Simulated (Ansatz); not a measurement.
Take MgO in the rock salt structure (space group Fm-3m, No. 225) as the base.

```
MgO
1.0
    0.00000     2.07958     2.07958
    2.07958     0.00000     2.07958
    2.07958     2.07958     0.00000
Mg O
1 1
Direct
  0.00000   0.00000   0.00000
  0.50000   0.50000   0.50000
```

Cartesian axes are those of the cell as printed.

Method: LDA, PAW, 420 eV (Ansatz, a program for electronic structure; no spin-orbit coupling).

Before the change:

```
Property             Value
-------------  -----------
Gap character  direct at Γ
Pressure         -0.01 GPa
```

The change: the cell is compressed by 0.50 % along z with no lateral relaxation; the atoms relax in the strained cell.

How does this affect the gap character?

The gap character is still direct at Γ.

How does this affect the pressure?

The pressure (mean of the normal stresses, compression positive) goes up by 0.88 GPa to 0.87 GPa.

Stability against distortions was not tested. Labels are those of the standard path for the cell's own space group.
